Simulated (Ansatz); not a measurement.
Competing hops of O vacancy in wurtzite ZnO, charge state +2

Defect: O vacancy in wurtzite ZnO, charge state +2. Calculation: PBE, PAW (plane waves to 420 eV; Ansatz, a quantum-chemistry and plane-wave program).

72-site cell at the relaxed PBE lattice, one k-point at (0.125, 0.250, 0.250), smearing 0.01 eV, spin-restricted, no finite-size correction. Energies are static. The charge state is imposed; whether it is stable for some Fermi level was not computed. Forms of the defect that were not tried may lie lower.

Barriers: single points on a 2×2×2 k-point mesh shifted by half a step along c at the bands' geometries.

```json
[
 {"Route": "a nearby O atom hops onto the vacant site", "Start site over the lowest site run (eV)": "0.00", "Hop (Å)": "3.27", "Forward barrier (eV)": "1.33", "Backward barrier (eV)": "1.33", "Neighbours at the start": "Zn at 1.91, 2 Zn at 2.01, Zn at 2.02 Å", "Neighbours at the saddle": "Zn at 1.89, 2 Zn at 2.22 Å", "Saddle order": "not checked, on a symmetry element", "Forward, on the band's own sampling (eV)": "1.31"}
]
```

Paths come from nudged elastic bands with a climbing image.  A band can be held on a symmetry element, so unchecked saddle points there may be too high. A further band (a nearby O atom hops onto the vacant site, 3.29 Å) gave 1.39 eV forward on its own sampling, 1.39 eV above the lowest site run, but a shoulder points to a second hump between its images, so it is not taken as a result.

The whole set of runs took roughly 1.2 core-hours.
